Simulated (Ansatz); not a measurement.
Consider Na in the bcc (W type) structure (space group Im-3m, No. 229; relaxed with 0.1 eV smearing).

```yaml
crystal:
  lattice:
    - [-2.08673, 2.08673, 2.08673]
    - [2.08673, -2.08673, 2.08673]
    - [2.08673, 2.08673, -2.08673]
  atoms:
    - { symbol: Na, position: [0.00000, 0.00000, 0.00000] }
```

Cartesian axes are those of the cell as printed.

Method: Ansatz (an electronic-structure program) PBEsol, no spin-orbit coupling.

Base values:

```
Item                             Value
-----------------------------  -------
Shortest interatomic distance  3.614 Å
```

It is then changed as follows: tensor shear ε_xy = +1.14 % (engineering shear γ = 0.0228); the atoms relax in the strained cell.

Problem. How does this affect the stress and shortest interatomic distance?

Solution. The stress (xx, yy, zz, yz, xz, xy; compression positive) is (0.0, 0.0, 0.0, 0.0, 0.0, -0.1) GPa; the shortest interatomic distance decreases by 0.027 Å, from 3.614 Å to 3.587 Å.

No phonon test of stability was made.
